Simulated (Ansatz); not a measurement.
**Effect of x(Co) = 0.5, 8 atoms, Pmm2 on Ru**

Consider Ru in the hcp (Mg type) structure (space group P6_3/mmc, No. 194; a = 2.6920 Å, c = 4.2460 Å).

The other end (x = 1) is Co in the hcp (Mg type) structure (space group P6_3/mmc, No. 194; ferromagnetic): 10.37 Å³/atom, gap zero.

Modification: Co replaces 50.0 % of the Ru, ordered in a cell of 8 atoms (starting symmetry Pmm2) and fully relaxed.

The values are results of PBEsol, PAW, 420 eV (Ansatz, a program for electronic structure; no spin-orbit coupling), earlier PAW set, not measurements. Γ-centred 18×6×10 mesh, Fermi–Dirac width 0.05 eV, for the changed cell.

```csv
quantity,base,changed,shift
volume per atom,13.32 Å³,11.90 Å³,-1.425 Å³
band gap,zero,zero,–
magnetic state,not spin-polarised,ferromagnetic,–
largest site moment,0.00 μB,1.57 μB,+1.57 μB
mixing energy (to 0.01 eV only: unlike meshes or grids),–,+0.11 eV/atom,–
deviation of the volume from the linear (Vegard-type) interpolation,–,+0.4 %,–
```

Cost of the whole job for the changed cell (relaxation, final SCF and bands): roughly 110 core-minutes.

The magnetic state is the one reached from the starting moments; the real material's order can differ, and small cells can't hold many antiferromagnetic ones. Each cell is one ordered arrangement of few atoms, which overstates ordering effects compared with a random alloy. Whether these cells are dynamically stable was not tested. Spin-polarised in the final run: CoRu and Co; the other runs are not.
